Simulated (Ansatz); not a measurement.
**Mg interstitial in beta Ga2O3**

Level of theory: PBE, PAW (plane waves to 420 eV; Ansatz, an electronic-structure program). The supercell holds 120 host sites (1×3×2 repeats of a cell of 20 atoms), with a 2×2×2 shifted k-point sampling for the final energies. Site at the start: void with 3O nearest, no. 2. Energies of charged states are corrected for periodic images (point charge plus alignment at distant sites). Dielectric constants: PBE linear response of the host. Host gap at this level: 2.01 eV. A cell of this size leaves errors of a few tenths of an eV. Levels are measured in PBE's own, too narrow, gap. Spin–orbit coupling is left out. Each state is the lowest found from its start.

Formation energies E_f are given with the Fermi level at the valence-band maximum. Chemical conditions: Ga-rich (Δμ(Mg) = -2.33 eV, bounded by rock-salt MgO; only phases computed here count, gases as isolated molecules at 0 K); O-rich (Δμ(Mg) = -5.37 eV, bounded by rock-salt MgO; only phases computed here count, gases as isolated molecules at 0 K). Reference phases: Mg: hcp Mg.

The name describes the start; the neighbours show where the atoms ended.

Charges with a result: +2, +1, 0. Others weren't obtained, and one of them could lie lower, also by skipping a charge.

```csv
charge,moment (μB),point group,largest move off a lattice site (Å),neighbours of the last Mg atom of the defect at the end (Å),image correction with alignment (eV),"E_f, Ga-rich (eV)","E_f, O-rich (eV)"
+2,not spin-polarised,Cs,0.36,"O 1.85, O 2.02, O 2.02, O 2.26, O 2.28, Ga 2.51, Ga 2.51",0.80,-1.11,1.93
+1*,quenched,–,0.36,"O 1.85, O 2.02, O 2.02, O 2.26, O 2.29, Ga 2.51, Ga 2.51",–,–,–
0*,not spin-polarised,Cs,0.36,"O 1.85, O 2.02, O 2.02, O 2.27, O 2.28, Ga 2.51, Ga 2.52",–,–,–
```

* At this level the carrier isn't localised at the defect: at charge +1 electrons occupy the conduction band; at charge 0 electrons occupy the conduction band. Such a state is shallow or no state of the defect, and this cell gives it no level.

Point groups are those of the whole cell at tolerances of 0.03 and 0.1 Å ("near" where only the looser one holds); none is given for unsettled states.

Starting moments that weren't kept: charge +1 began with 1 μB and ended with 0.0.

Flagged in the runs: a doubtful potential alignment, a host whose relaxation on this sampling wasn't shown to rest, a strain field that reaches the edge of the cell.
